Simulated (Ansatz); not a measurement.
Start from SiO₂ in the CdI2 type structure (space group P-3m1, No. 164; a = 2.670 Å, c = 4.509 Å; a hypothetical phase, not in the database extracts checked; layered, stacked along the Cartesian z axis). Axes: x lies along a and z along c of the hexagonal cell.

The change: biaxial strain +0.94 %, plane normal [001], relaxed out of plane (Cartesian); in-plane vectors clamped, the third vector and the atoms free.

Levels (all Ansatz, a program for electronic structure, PAW): PBEsol-D3(BJ) (420 eV, no spin-orbit coupling); HSE06 (420 eV, no SOC).

The geometry is relaxed with PBEsol-D3(BJ).

| Quantity | Result |
|---|---|
| PBEsol-D3(BJ) lowest conduction level above the VBM at special points | Γ 5.95 eV; A 6.97 eV; M 7.50 eV |

### Question
How does going to HSE06 change the lowest conduction level above the VBM at special points?

### Answer
The lowest conduction level above the VBM at special points becomes Γ 8.00 eV; A 9.11 eV; M 9.63 eV (PBEsol-D3(BJ): Γ 5.95 eV; A 6.97 eV; M 7.50 eV).

Single points use the geometry relaxed with PBEsol-D3(BJ). HSE06 gaps are upper bounds (no full band path). The levels and masses belong to the bands next to the band gap. Stability against distortions was not tested.
